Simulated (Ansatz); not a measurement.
Results of PBEsol (Ansatz, a program for electronic structure, PAW) for Re (R-3m, No. 166, 3 atoms in the cell; start mp-975065; another form than the element's usual one).

Numerical settings: plane-wave cutoff 520 eV, 22×22×22 k mesh, Fermi–Dirac smearing 0.05 eV, no spin polarisation, scalar-relativistic PAW data made under PBE.

Cell (relaxed at this level):

```yaml
crystal:
  lattice:
    - [1.37657, 0.79476, 6.65457]
    - [-1.37657, 0.79476, 6.65457]
    - [0.00000, -1.58952, 6.65457]
  atoms:
    - { symbol: Re, position: [0.00000, 0.00000, 0.00000] }
    - { symbol: Re, position: [0.22216, 0.22216, 0.22216] }
    - { symbol: Re, position: [0.77784, 0.77784, 0.77784] }
```

Q: What does this level give for the bulk modulus?

A: 
* **bulk modulus**: 391 GPa

Note: the run has no spin polarisation, so it can have missed a magnetic state; the bulk modulus is −V dP/dV from two relaxed cells at ±2 % in volume; the relaxation could not lower the start's symmetry, so the cell can be a saddle point above a distorted one.

Spin–orbit coupling is not included.

The computed numbers hold no vibrational or temperature effects.

A start named mp-… is a Materials Project structure, which need not be a measured phase.
